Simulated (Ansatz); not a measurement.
The starting structures come from a database of crystals and need not be the phases stable at ambient conditions.

By LDA, the system below comes out a metal.

The ballistic (Sharvin) conductance counts the channels at the Fermi level: G/A = (e²/h) × channels of both spins per area.

Given:

```
Al
1.0
    2.75607     0.00000     0.00000
   -0.91869     2.59845     0.00000
    0.91869     1.29923     2.25032
Al
1
Direct
  0.00000   0.00000   0.00000
```

Space group of this cell: Im-3m, bcc (W type). The cell is taken as given.

The current flows along the normal of the first two printed cell vectors, the (110) plane of the conventional cell. No spin-orbit coupling; the value is a mean over 0.1 eV about the Fermi level.

Problem. Compute, with LDA (Ansatz, a first-principles code), the ballistic conductance per area.

Solution. 1.7 × 10¹⁵ S/m² for both spins.
